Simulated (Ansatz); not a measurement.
**Carrier properties of BP (F-43m)**

```
CELL_PARAMETERS angstrom
      0.00000     2.26010     2.26010
      2.26010     0.00000     2.26010
      2.26010     2.26010     0.00000
ATOMIC_POSITIONS crystal
  B  0.00000 0.00000 0.00000
  P  0.25000 0.25000 0.25000
```

Computed with HSE06, rigid bands (plane waves, PAW, scalar-relativistic; Ansatz, a first-principles code). Cell: cell and atoms relaxed with PBEsol.

```yaml
band_gap: 1.95 eV
electron conductivity mass (300 K, dilute): 0.32 mₑ
hole conductivity mass (300 K, dilute): 0.37 mₑ
effective density of states N_c (300 K): 3.8e19 cm⁻³
effective density of states N_v (300 K): 3.5e19 cm⁻³
density_of_states_mass_electrons: 1.33 mₑ
density_of_states_mass_holes: 1.24 mₑ
Seebeck coefficient, n-type 1e19 cm⁻³, 300 K: -331 μV/K
best n-type power factor at 300 K for τ = 10 fs (best axis; densities from 1e16 to 1e21 cm⁻³ tried, whether or not they can be reached): 19.6 μW/(cm·K²) at 1e20 cm⁻³
Seebeck coefficient, p-type 1e19 cm⁻³, 300 K: 320 μV/K
best p-type power factor at 300 K for τ = 10 fs (best axis; densities from 1e16 to 1e21 cm⁻³ tried, whether or not they can be reached): 14.8 μW/(cm·K²) at 1e20 cm⁻³
```

Rigid bands; masses and Seebeck coefficients take one relaxation time τ for all states and one kind of carrier; polarons and phonon drag are left out. Spin-orbit coupling is left out; where it splits the top of the valence band, N_v and the p-type Seebeck coefficient come out somewhat high without it. Geometry: cell and atoms relaxed with PBEsol.
